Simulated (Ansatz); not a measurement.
The reference is GaSb in the zinc blende structure (space group F-43m, No. 216).

```yaml
crystal:
  lattice:
    - [0.00000, 3.06618, 3.06618]
    - [3.06618, 0.00000, 3.06618]
    - [3.06618, 3.06618, 0.00000]
  atoms:
    - { symbol: Ga, position: [0.00000, 0.00000, 0.00000] }
    - { symbol: Sb, position: [0.25000, 0.25000, 0.25000] }
```

Level of theory: r2SCAN in Ansatz (plane waves to 500 eV, PAW, no spin-orbit coupling).

Strains are applied to the cell and any free atomic positions relax.

One change was made to it. Results:

The pressure falls by 2.134 GPa (0.01 GPa → -2.13 GPa); the energy goes up by 9.1 meV/atom.

Which change produced these results?
A) isotropic strain +1.50 %
B) isotropic strain +2.00 %
C) isotropic strain +3.00 %
D) isotropic strain +0.50 %

A, isotropic strain +1.50 %. For comparison, the energy relative to the base in the other runs: isotropic strain +0.50 % gives +1.0 meV/atom; isotropic strain +3.00 % gives +35 meV/atom; isotropic strain +2.00 % gives +16 meV/atom.

Whether these cells are dynamically stable was not tested. All final runs are without spin polarisation.

Ansatz is a program for electronic structure.
